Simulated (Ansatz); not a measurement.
BN (R3m, No. 160, 2 atoms in the cell; start mp-13150; a measured phase of this formula has another space group), treated with r²SCAN0 in Ansatz (PAW).

Settings: plane-wave cutoff 520 eV, 12×12×12 k mesh, Fermi–Dirac smearing 0.01 eV, scalar-relativistic PAW data made under PBE.

Cell (relaxed with PBEsol):

```xyz
2
Lattice="1.2518 0.7227 3.4964 -1.2518 0.7227 3.4964 0.0000 -1.4455 3.4964" Properties=species:S:1:pos:R:3 pbc="T T T"
B      0.0000     0.0000    10.4853
N      0.0000     0.0000     3.4910
```

What does this level give for the band gap, smallest direct gap on the k points sampled and Γ–Γ gap?


band gap: 6.66 eV (indirect)
smallest direct gap on the k points sampled: 7.27 eV
Γ–Γ gap: 8.56 eV

Note: cell and atoms aren't relaxed at this level (pressure -4.3 GPa); the cell has widely spaced layers and the level no dispersion term, so their spacing and the moduli can rest on weak binding.

The computed numbers hold no vibrational or temperature effects.

The result took about 4 core-minutes (a rough figure).

A start named mp-… is a Materials Project structure, which need not be a measured phase.

Ansatz is a program for electronic structure.
